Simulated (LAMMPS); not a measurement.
MD of InP (zinc blende) at zero pressure, 1728 atoms, as a crystal; each row is its own run.

Computed with classical MD, pair style vashishta, file InP.vashishta (LAMMPS).

```
T (K)  enthalpy (eV/atom)
-----  ------------------
200               -3.4302
300               -3.4033
610               -3.3160
1010              -3.1942
1220              -3.1238
1420              -3.0484
1620              -2.9515
```

Question: Fit a straight line, y = a + b x, to these rows (x is the first column, y the second) and predict the run at x = 810.

Answer: Least squares gives a = -3.5076 and b = 0.0003269. At x = 810 the fit predicts -3.2428 eV/atom. The run itself gave -3.2571 ± 0.0001 eV/atom, so the fit is 14 meV/atom high.

Caution (rows 1420; 1620): this crystal lies over the melting point of about 1320 K that InP.vashishta gives, so it is superheated.
